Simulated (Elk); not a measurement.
## Parameter sweep on ZrB2 (P6/mmm, 3 atoms in the cell)

```
ZrB2
1.0
    3.16752     0.00000     0.00000
   -1.58376     2.74315     0.00000
    0.00000     0.00000     3.55239
Zr B
1 2
Cartesian
  0.00000   0.00000   0.00000
  0.00000   1.82877   1.77619
  1.58376   0.91438   1.77619
```

Base run A: Elk with LDA (PW92), all-electron FP-LAPW, Elk's shipped species files, APW+lo basis with extra local orbitals, self-consistent single point.

Its settings: xctype = 3; rgkmax = 8; stype = 3; swidth = 0.00367493 Ha; ngridk = 11 11 8; gmaxvr = 14 1/bohr; nxlo = 2; lorbcnd = true; rmtscf = 0.89; lmaxi = 2.

The starting cell comes from a database of computed structures (which also holds hypothetical and non-ambient phases and stackings), without a prior relaxation at this level. Values depend on the basis (sphere radii, cutoffs, local orbitals), which need not be converged.

ΔF is the free energy per atom less that of run A. 

```
run          swidth, ngridk  ΔF (meV/atom)  TS (meV/atom)  k-points
---  ----------------------  -------------  -------------  --------
A    0.00367493 Ha, 11 11 8           0.00            2.7        80
B    0.00110248 Ha, 10 10 8            2.8            0.4        70
C    0.00367493 Ha, 10 10 8           1.16            3.5        70
D     0.0110248 Ha, 10 10 8          -14.3           39.6        70
E    0.00110248 Ha, 11 11 8           1.05            0.1        80
F     0.0110248 Ha, 11 11 8          -14.5           39.1        80
G    0.00110248 Ha, 11 11 9           0.81            0.2        80
H    0.00367493 Ha, 11 11 9          -0.17            2.4        80
I     0.0110248 Ha, 11 11 9          -14.5           39.1        80
```

Run D against A: The free energy drops by 14.3 meV/atom.

Run E against A: The free energy goes up by 1.0 meV/atom.

Run C against A: The free energy goes up by 1.2 meV/atom.
